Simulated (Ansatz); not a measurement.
The starting structures come from a database of crystals and need not be the phases stable at ambient conditions.

By PBEsol, the system below comes out a metal.

The ballistic (Sharvin) conductance counts the channels at the Fermi level: G/A = (e²/h) × channels of both spins per area.

Data:

```
CELL_PARAMETERS angstrom
      2.93093     0.00000     0.00000
     -1.46547     2.53826     0.00000
      0.00000     0.00000    11.46140
ATOMIC_POSITIONS crystal
  Nb 0.66667 0.33333 0.87715
  Nb 0.33333 0.66667 0.12285
  Nb 0.33333 0.66667 0.37715
  Nb 0.66667 0.33333 0.62285
  N  0.00000 0.00000 0.00000
  N  0.00000 0.00000 0.50000
  N  0.66667 0.33333 0.25000
  N  0.33333 0.66667 0.75000
```

Space group of this cell: P6_3/mmc. The cell is strained (lengths across the current scaled by 0.98, ions clamped); by PBEsol its mean pressure is -2.7 GPa.

The current flows along the normal of the first two printed cell vectors, the (001) (indices of the unstrained crystal) plane of the conventional cell. No spin-orbit coupling; the value is a mean over 0.1 eV about the Fermi level.

Problem. Compute, with Ansatz (an electronic-structure program) with PBEsol, the ballistic conductance per area.

Solution. 0.53 × 10¹⁵ S/m² for both spins.
